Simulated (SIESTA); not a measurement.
Input and output of a self-consistent single point for Ge3Pd (P1, 4 atoms in the cell) (SIESTA).

Method of the run: GGA PBEsol, numerical atomic orbitals DZP, PseudoDojo PBEsol standard norm-conserving potentials (rewritten from UPF to PSML) in SIESTA.

```yaml
crystal:
  lattice:
    - [4.14202, 0.00000, 0.00000]
    - [0.00000, 4.14202, 0.00000]
    - [0.00000, 0.00000, 4.14202]
  atoms:
    - { symbol: Ge, position: [0.00127, 0.49998, 0.50067] }
    - { symbol: Ge, position: [0.50090, 0.99991, 0.50202] }
    - { symbol: Ge, position: [0.50431, 0.49968, 0.00060] }
    - { symbol: Pd, position: [0.99351, 0.00042, 0.99671] }
```

Reference input (self-consistent single point, DFT, GGA PBEsol, numerical atomic orbitals DZP, PseudoDojo PBEsol standard norm-conserving potentials (rewritten from UPF to PSML)): XC.functional = GGA; XC.authors = PBEsol; potentials = PseudoDojo PBEsol standard; PAO.BasisSize = DZP; PAO.EnergyShift = 0.01 Ry; MeshCutoff = 300 Ry; kgrid.MonkhorstPack = 5 5 5; OccupationFunction = MP; OccupationMPOrder = 0; ElectronicTemperature = 272 meV; MaxSCFIterations = 150; SCF.Mixer.Method = Pulay. This run's input differs from it in these lines:

```diff
@@ -30,5 +30,5 @@
 %block kgrid.MonkhorstPack
-    5   0   0  0.0
-    0   5   0  0.0
-    0   0   5  0.0
+    7   0   0  0.0
+    0   7   0  0.0
+    0   0   7  0.0
 %endblock kgrid.MonkhorstPack
```

Log, with long lists cut:

```
        iscf     Eharris(eV)        E_KS(eV)     FreeEng(eV)     dDmax    Ef(eV) dHmax(eV)
   scf:    1   -10943.890484   -10947.203488   -10947.268579  0.658596 -3.759837  2.753858
   scf:    2   -10947.499193   -10947.367908   -10947.435093  0.012458 -3.764278  2.246806
   scf:    3   -10947.521745   -10947.476074   -10947.545682  0.023968 -3.797652  1.316818
   scf:    4   -10947.535121   -10947.523308   -10947.591370  0.062928 -3.958804  0.580170
   scf:    5   -10946.610738   -10947.230127   -10947.305884  0.033070 -3.876659  3.237387
   [... 2 lines left out ...]
   scf:    8   -10947.533562   -10947.527934   -10947.598167  0.002354 -3.941395  0.297583
   scf:    9   -10947.532226   -10947.530586   -10947.600387  0.001931 -3.946692  0.082841
   scf:   10   -10947.531149   -10947.530947   -10947.600582  0.000575 -3.948169  0.000106
   scf:   11   -10947.530946   -10947.530947   -10947.600582  0.000001 -3.948167  0.000030
SCF Convergence by DM+H criterion
max |DM_out - DM_in|         :     0.0000009039
max |H_out - H_in|      (eV) :     0.0000295768
SCF cycle converged after 11 iterations

Using DM_out to compute the final energy and forces

siesta: E_KS(eV) =           -10947.5309

siesta: E_KS - E_eggbox =    -10947.5309

siesta: Atomic forces (eV/Ang):
     1    0.068445    0.001209   -0.013820
     2   -0.023673   -0.004140   -0.016842
     3   -0.036825    0.001903    0.037275
     4    0.008730   -0.000043    0.002186
   Tot    0.016677   -0.001071    0.008800
   Max    0.068445
   Res    0.026722    sqrt( Sum f_i^2 / 3N )
   Max    0.068445    constrained

Stress tensor Voigt[x,y,z,yz,xz,xy] (kbar):       12.05       11.62       11.48       -0.04        0.24        0.02
(Free)E + p*V (eV/cell)   -10948.1202
   [... lines left out ...]
siesta: FreeEng =    -10947.600582
   [... lines left out ...]
siesta:     0.007518    0.000015    0.000147
siesta:     0.000015    0.007253   -0.000026
siesta:     0.000147   -0.000026    0.007163

siesta: Cell volume =         71.061861 Ang**3

siesta: Pressure (static):
siesta:                Solid            Molecule  Units
siesta:          -0.00007963         -0.00006899  Ry/Bohr**3
siesta:          -0.00731153         -0.00633418  eV/Ang**3
siesta:         -11.71435539        -10.14847864  kBar
```

The run converged in 11 iterations. Against the reference run the free energy goes up by 7.4 meV/atom, the pressure goes from -1.34 to -1.17 GPa and the largest force stays at 0.070 eV/Å.

The starting cell comes from a database of computed structures (which also holds hypothetical and non-ambient phases and stackings), without a prior relaxation at this level. Its atoms were displaced at random from the sites of space group no. 221. Spin polarisation is off. Values carry the incompleteness of an atom-centred basis.
